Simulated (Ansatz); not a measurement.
# Al on the Si site + Li interstitial in metastable alpha cristobalite

Level of theory: PBE, PAW (plane waves to 420 eV; Ansatz, an electronic-structure program). Set-up: 96-site cell; 2×2×2 shifted k-points; start: the Si site; void 3.06 Å away; energies good to tenths of an eV; relaxed from one start, so a lower configuration may exist; flagged in the runs: a host whose relaxation on this sampling wasn't shown to rest.

Neighbours after relaxation, in Å: of the Al atom: O 1.72, O 1.73, O 1.78, O 1.79, Li 2.68; of the Li atom: O 1.96, O 2.03, O 2.12, O 2.23, Al 2.68, Si 2.82.

The name describes the start; the neighbours show where the atoms ended.

```
charge         moment (μB)  largest move off a lattice site (Å)
------  ------------------  -----------------------------------
0       not spin-polarised                                 0.60
```

Flagged in the runs: a host whose relaxation on this sampling wasn't shown to rest.
